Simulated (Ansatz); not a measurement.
The parent structure is AlRu in the CsCl type structure (space group Pm-3m, No. 221; a = 2.977 Å; relaxed with 0.1 eV smearing).

Calculations: Ansatz (an electronic-structure program), PBEsol, PAW, cutoff 420 eV, no spin-orbit coupling.

For the base:

The pressure is 0.0 GPa.

Now apply this change: every lattice vector is stretched by 0.82 %, atoms relaxed at fixed cell.

Task: How does this affect the pressure?

Result: The pressure goes from zero to -5.1 GPa.

Task: Predict the new energy relative to the base.

Result: The energy grows by 5.3 meV/atom.

The cells carry an imposed strain or load. No phonon test of stability was made. All final runs are without spin polarisation.
